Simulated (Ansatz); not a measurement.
## MoTe2: shear stress against shear

MoTe2 (2H layered, P6_3/mmc, 22.688 Å³/atom and stress up to 0.01 GPa in the relaxed cell, c along z) under an engineering shear γ in the xz plane. PBEsol-D3(BJ) in Ansatz, a plane-wave DFT program (PAW, default set), 420 eV, 11×11×3 Γ-centred mesh, Fermi-Dirac smearing 0.05 eV; ions are relaxed, or left where forces stay under 0.02 eV/Å, within the symmetry of each cell. Against the start cell, which lies near the measured one, the relaxed cell differs by -9.1 % in volume and -4.5 % in c; the values below rest on it. Stress is positive for a compressed cell.

Here s stands for strain and y for shear stress.

```
strain (%)  shear stress (GPa)
----------  ------------------
0.00                      0.00
0.66                     -0.32
1.34                     -0.65
2.00                     -0.96
4.00                         ?
```

The 4 complete rows are fitted with a straight line, y against s. Means: s 1.0000, y -0.482. About the means, the sum of products is -1.0722 and the sum of squares of s is 2.2312; the slope is their ratio. Least squares gives y = -0.002 - 0.4805·s. Residuals (row less fit): 0.002, -0.001, -0.004, 0.003; standard error 0.004 (degrees of freedom: 2). The slope gives the elastic constant C44 = 48.0 ± 0.3 GPa (± standard error of the fit, which holds the terms cut off).

Task: What does the fit predict for y at s = 4.00, and how far is the calculated value from it?

Result: y = -0.002 - 0.4805 × 4.00 = -1.924 GPa. The calculation gives -1.77 GPa, 0.154 GPa above the prediction (8.7 % of the range of y in the table). The row lies outside the fitted rows, so this is an extrapolation. The scatter of the fitted rows lies at the last printed digit.

A polynomial of degree 3 through the 6 other runs of the series gives -1.80 there, so most of the miss is curvature that the fit leaves out. Spin-orbit coupling is left out, which can shift these values for the heavy elements here. Rows are the converged runs of the series near zero and its far end, less any whose ions stayed unrelaxed beside relaxed ones; series whose fitted rows scatter by over a few per cent of the range, as at a crossing or softening among them, aren't shown in this form. Most that stay on the fit to the last digits aren't either.
